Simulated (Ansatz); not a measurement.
## Input and output of a self-consistent single point for Ni6SnTe2 (I4mm, 9 atoms in the cell) (Ansatz)

Method: LDA (PW92), default PAW files made with PBE (plane waves; Ansatz, a quantum-chemistry and plane-wave program).

The input file:

Ansatz 0.2 input:
```yaml
crystal:
  lattice:
    - [-1.907721, 1.907721, 9.733579]
    - [1.907721, -1.907721, 9.733579]
    - [1.907721, 1.907721, -9.733579]
  atoms:
    - { symbol: Ni, position: [0.501070, 0.501070, 0.000000] }
    - { symbol: Ni, position: [0.906560, 0.406560, 0.500000] }
    - { symbol: Ni, position: [0.406560, 0.906560, 0.500000] }
    - { symbol: Ni, position: [0.095410, 0.595410, 0.500000] }
    - { symbol: Ni, position: [0.595410, 0.095410, 0.500000] }
    - { symbol: Ni, position: [0.808850, 0.808850, 0.000000] }
    - { symbol: Sn, position: [0.000350, 0.000350, 0.000000] }
    - { symbol: Te, position: [0.316230, 0.316230, 0.000000] }
    - { symbol: Te, position: [0.679170, 0.679170, 0.000000] }
basis:
  ecutwfc: 420.0
kpoints:
  mp_grid: { grid: [8, 8, 8] }
hamiltonian:
  xc: lda
  pseudopotentials: { kind: paw }
scf:
  occupations: { method: methfessel_paxton, width: 0.1 }
output:
  forces: true
  eigenvalues: true
  stress: true
```

Output (repeated stretches shortened):

```
WARN ansatz: RAYON_NUM_THREADS=1 ignored (pool sized by the plan → 1); use --threads N
basis.fft_grid_basis auto: the FFT boxes are laid along the combinations [[1, 0, 1], [0, 1, 1], [0, 0, 1]] of the cell's own vectors, 3.815, 3.815 and 10.101 Å …
Pseudopotentials: kind: paw
Pseudopotential: Ni, paw, valence charge 18
Pseudopotential: Sn, paw, valence charge 14
Pseudopotential: Te, paw, valence charge 16
Crystal: 9 atoms, lattice volume = 141.698 Å³
Basis set: ecut = 420 eV, 2757 PW (Γ), FFT grids on a1+a3, a2+a3, a3
Bands: 93, of which v1, the nominal top of the filled ones, is band 77 counted from 1 (76 counted from 0)
Symmetry: 8 space group operations
Space group: I4mm (ITA 107), of the structure as read, at distance tolerance 5.2e-5 Å
k-points: 59 of 512 (time reversal used)
PAW frozen core: Ni, regenerated for the run's functional, and the local potential with it
PAW frozen core: Sn, regenerated for the run's functional, and the local potential with it
PAW frozen core: Te, regenerated for the run's functional, and the local potential with it
Initial density: superposition of atomic densities (neutral atoms: chi_scale 0, normalization atom), corrected by the library's trained network
Initial wavefunctions: pseudopotential atomic-orbital guess
Eigensolver: davidson
Functional: x = slater, c = lda
SCF iter   1: F=—  HF=-54175.691653 eV  |F-HF|=—  |Δ(HF+E_count)|=         —  Δρ=2.66e-2  dr2=1.07e0  ethr=1.77e-3  ⟨swp⟩=5.1  Hψ=19353  notcnv=0  defer=110
all-band conjugate gradients solve this SCF's bands
preconditioner: auto → LDOS
SCF iter   2: F=—  HF=-54175.878702 eV  |F-HF|=—  |Δ(HF+E_count)|=   1.87e-1  S|Δr|=    0.00e0  Δρ=3.98e-2  dr2=1.40e0  ethr=6.96e-4  ⟨swp⟩=3.1  Hψ=10848  notcnv=0  defer=510
SCF iter   3: F=—  HF=-54175.676879 eV  |F-HF|=—  |Δ(HF+E_count)|=   2.02e-1  S|Δr|=    0.00e0  Δρ=1.74e-2  dr2=2.95e-1  ethr=6.96e-4  ⟨swp⟩=2.0  Hψ=6840  notcnv=0  defer=510
SCF iter   4: F=—  HF=-54175.624606 eV  |F-HF|=—  |Δ(HF+E_count)|=   5.23e-2  S|Δr|=    0.00e0  Δρ=4.52e-3  dr2=2.11e-2  ethr=1.91e-4  ⟨swp⟩=2.0  Hψ=7668  notcnv=0  defer=510
SCF iter   5: F=—  HF=-54175.623194 eV  |F-HF|=—  |Δ(HF+E_count)|=   1.41e-3  S|Δr|=    0.00e0  Δρ=1.47e-3  dr2=3.14e-3  ethr=1.37e-5  ⟨swp⟩=1.3  Hψ=6135  notcnv=0  defer=509
SCF iter   6: F=—  HF=-54175.623007 eV  |F-HF|=—  |Δ(HF+E_count)|=   1.88e-4  S|Δr|=    0.00e0  Δρ=2.88e-4  dr2=1.28e-4  ethr=2.04e-6  ⟨swp⟩=1.7  Hψ=5360  notcnv=0  defer=509
SCF iter   7: F=—  HF=-54175.622997 eV  |F-HF|=—  |Δ(HF+E_count)|=   1.00e-5  S|Δr|=    0.00e0  Δρ=7.56e-5  dr2=7.22e-6  ethr=8.31e-8  ⟨swp⟩=2.0  Hψ=6873  notcnv=0  defer=509
SCF iter   8: F=—  HF=-54175.623032 eV  |F-HF|=—  |Δ(HF+E_count)|=   3.49e-5  S|Δr|=    0.00e0  Δρ=2.98e-5  dr2=1.42e-6  ethr=4.69e-9  ⟨swp⟩=2.0  Hψ=8361  notcnv=0  defer=509
SCF iter   9: F=—  HF=-54175.623031 eV  |F-HF|=—  |Δ(HF+E_count)|=   1.22e-7  S|Δr|=    0.00e0  Δρ=2.66e-5  dr2=7.56e-7  ethr=9.20e-10  ⟨swp⟩=2.0  Hψ=7576  notcnv=0  defer=509
SCF iter  10: F=-54175.623031 eV  HF=-54175.623031 eV  |F-HF|=6.48e-8  |Δ(HF+E_count)|=   6.03e-8  S|Δr|=    0.00e0  Δρ=7.27e-6  dr2=7.04e-8  ethr=6.49e-11  ⟨swp⟩=8.7  Hψ=28429  notcnv=0
SCF 1 converged in 10 iterations: F = -54175.623031 eV  dr2 = 7.04e-8
SCF converged after 10 iterations
Stability not checked (fill_not_monotonic)
Free energy (F): -54175.623031 eV
Harris-Foulkes:  -54175.623031 eV  (|F-HF|=6.48e-8)
Internal energy: -54175.618259 eV  (E = F + TS)
E sigma→0 (E₀):  -54175.621838 eV
Entropy (-TS):   -0.004772 eV (-0.530 meV/atom)
Fermi energy:    14.784152 eV
--- Per-component energies (eV) ---
  E_band       = -2400.878392
  E_kinetic    = 2265.861318
  E_local      = -30596.927365  (includes V_loc(G=0)·N_el)
  E_nonlocal   = 3229.092573
  E_hartree    = 14002.404346
  E_xc         = -1131.966301
  E_vxc        = -962.947446  (∫ρ·V_xc dr)
  E_paw        = -22430.842798  (= ΣΔE_a)
  E_vpaw       = -4340.761069  (= ΣTr[D̂ρ^β])
  E_aug_tail   = 0.002356  (compensation charges beyond the density's cutoff)
  E_ewald      = -19517.629331
  E_core_change = 4.386943  (= ΣΔE_core)
  E_smearing   = -0.004772  (= −TS)
  E_closure    = -0.000000  (closes the sum)
  Σ components = -54175.623031   (vs F -54175.623031, Δ=0.00e0)
--- Forces (eV/Å), atoms counted from 1 ---
  atom   1  Ni    -0.00000000     0.00000000     0.08205843
  atom   2  Ni    -0.00000000     0.00000000    -0.06016413
  atom   3  Ni     0.00000000     0.00000000    -0.06016413
  atom   4  Ni    -0.00000000    -0.00000000    -0.10326166
  atom   5  Ni     0.00000000     0.00000000    -0.10326166
  atom   6  Ni    -0.00000000     0.00000000     0.16139163
  atom   7  Sn    -0.00000000    -0.00000000    -0.02199901
  atom   8  Te    -0.00000000     0.00000000     0.69953994
  atom   9  Te    -0.00000000     0.00000000    -0.59410544
  max |Σ_I F_I| component: 3.40e-5 eV/Å
--- Stress (GPa, compression-positive) ---
      -11.860644       0.000000      -0.000000
        0.000000     -11.860644       0.000000
       -0.000000       0.000000     -12.603619
  P = ⅓ Tr σ = -12.1083 GPa (-121.083 kbar)
  The stress holds the Pulay correction. Without it, at fixed plane waves, as pw.x and ABINIT print it: P = -12.1885 GPa
--- Band table (eV; the first three rows and the last of 59) ---
  k-point 0: bands = ["-87.4408", "-87.4331", "-87.3395", "-87.3316", "-87.2342", "-87.0920", "-48.3597", "-48.3597", "-48.3487", "-48.3388", "-48.2579", "-48.2469", "-48.1983", "-48.1983", "-48.1386", "-48.1386", "-48.1207", "-48.1207", "-48.0951", [...]
  k-point 1: bands = ["-87.4403", "-87.4336", "-87.3389", "-87.3322", "-87.2342", "-87.0920", "-48.3632", "-48.3551", "-48.3481", "-48.3397", "-48.2574", "-48.2480", "-48.2008", "-48.1929", "-48.1432", "-48.1354", "-48.1209", "-48.1205", "-48.1006", [...]
  k-point 2: bands = ["-87.4389", "-87.4350", "-87.3375", "-87.3335", "-87.2343", "-87.0920", "-48.3720", "-48.3466", "-48.3443", "-48.3416", "-48.2560", "-48.2505", "-48.2076", "-48.1802", "-48.1538", "-48.1275", "-48.1214", "-48.1204", "-48.1131", [...]
  k-point 58: bands = ["-87.4408", "-87.4331", "-87.3395", "-87.3316", "-87.2342", "-87.0920", "-48.3597", "-48.3597", "-48.3487", "-48.3388", "-48.2580", "-48.2469", "-48.1983", "-48.1983", "-48.1386", "-48.1386", "-48.1207", "-48.1207", [...]
```

The run converged in 10 iterations.

The starting cell comes from a database of computed structures (which also holds hypothetical and non-ambient phases and stackings), without a prior relaxation at this level. Its lattice was rescaled by a random factor within 2.5 % of one. Spin-orbit coupling is off. Spin polarisation is off, so a magnetic state, if there is one, cannot be reached. With a pressure of about -12 GPa the cell is away from its equilibrium volume at this level. Ansatz's pressure includes its estimate of the finite-basis (Pulay) stress.

Cost on one core of a shared machine: roughly 80 s.
